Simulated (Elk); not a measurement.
Worked example: self-consistent single point of ScAl (P1, 4 atoms in the cell) in Elk.

Method of the run: Elk with PBEsol, all-electron FP-LAPW, Elk's shipped species files, default APW+lo basis.

The change in words: atoms moved at random. Reference geometry:
```yaml
crystal:
  lattice:
    - [2.16967, -5.26545, 0.00000]
    - [2.16967, 5.26545, 0.00000]
    - [0.00000, 0.00000, 3.78223]
  atoms:
    - { symbol: Sc, position: [0.86468, 0.13532, 0.25000] }
    - { symbol: Sc, position: [0.13532, 0.86468, 0.75000] }
    - { symbol: Al, position: [0.58450, 0.41550, 0.25000] }
    - { symbol: Al, position: [0.41550, 0.58450, 0.75000] }
```

Reference input (self-consistent single point, DFT, PBEsol, all-electron FP-LAPW, Elk's shipped species files, default APW+lo basis): xctype = 22; rgkmax = 7; stype = 3; swidth = 0.00367493 Ha; ngridk = 6 6 6. This run's input differs from it in these lines:

```diff
@@ -27,8 +27,8 @@
   2   : natoms; atposl, bfcmt below
-  0.8646800000  0.1353200000  0.2500000000    0.0 0.0 0.0
-  0.1353200000  0.8646800000  0.7500000000    0.0 0.0 0.0
+  0.8584690000  0.1293100000  0.2564420000    0.0 0.0 0.0
+  0.1383610000  0.8723410000  0.7325390000    0.0 0.0 0.0
   'Al.in'   : spfname
   2   : natoms; atposl, bfcmt below
-  0.5845000000  0.4155000000  0.2500000000    0.0 0.0 0.0
-  0.4155000000  0.5845000000  0.7500000000    0.0 0.0 0.0
+  0.5908650000  0.4148820000  0.2569410000    0.0 0.0 0.0
+  0.4123050000  0.5834670000  0.7540780000    0.0 0.0 0.0
```

Output (repeated stretches shortened):

```
│ Self-consistent loop started │
│ Loop number : 1 │
 total energy                :     -2010.56473237
│ Loop number : 2 │
 total energy                :     -2010.63531333
RMS change in Kohn-Sham potential (target) :   0.5703190559     (  0.1000000000E-05)
Absolute change in total energy (target)   :   0.7058095280E-01 (  0.1000000000E-03)
│ Loop number : 3 │
 total energy                :     -2010.60983961
RMS change in Kohn-Sham potential (target) :   0.5207437053     (  0.1000000000E-05)
Absolute change in total energy (target)   :   0.7828475310E-02 (  0.1000000000E-03)
│ Loop number : 4 │
   [... lines left out ...]
Absolute change in total energy (target)   :   0.1267379598E-03 (  0.1000000000E-03)
│ Loop number : 14 │
 total energy                :     -2011.49401681
RMS change in Kohn-Sham potential (target) :   0.2146581068E-05 (  0.1000000000E-05)
Absolute change in total energy (target)   :   0.9416416742E-04 (  0.1000000000E-03)
│ Loop number : 15 │
 total energy                :     -2011.49401742
RMS change in Kohn-Sham potential (target) :   0.5782552248E-06 (  0.1000000000E-05)
Absolute change in total energy (target)   :   0.2293302919E-04 (  0.1000000000E-03)
Convergence targets achieved

│ Loop number : 16 │

Energies :
 Fermi                       :     0.193953311973
 total energy                :     -2011.49400876

Density of states at Fermi energy :    101.6514703
 (states/Hartree/unit cell)

Estimated indirect band gap :   0.6610372073E-04
 from k-point    120 to k-point     54
Estimated direct band gap   :   0.6302562095E-02
 at k-point     99

Charges :
 core                        :    28.00000000
 valence                     :    40.00000000
 interstitial                :    7.368115304
 muffin-tins (core leakage)
  species :    1 (Sc)
   atom    1                 :    19.05569649     (  0.3289924777E-08)
   atom    2                 :    19.05895122     (  0.3280316463E-08)
  species :    2 (Al)
   atom    1                 :    11.26168726     (  0.4836063610E-03)
   atom    2                 :    11.25554972     (  0.4830069419E-03)
 total in muffin-tins        :    60.63188470
 total calculated charge     :    67.99280438
 total charge                :    68.00000000
 error                       :   0.7195615435E-02

│ Self-consistent loop stopped │
```

The run converged in 16 iterations. The count includes the last loop, which Elk runs after its targets are met. Against the reference run the free energy goes up by 6.6 meV/atom.

The starting cell comes from a database of computed structures (which also holds hypothetical and non-ambient phases and stackings), without a prior relaxation at this level. Its lattice was rescaled by a random factor within 2.5 % of one. For this run, on top of that: atoms moved at random. Values depend on the basis (sphere radii, cutoffs, local orbitals), which need not be converged. The log's line on a gap gives a spacing of levels on this mesh, which the program prints for metals too.

Cost on one core of a shared machine: roughly 4 min.
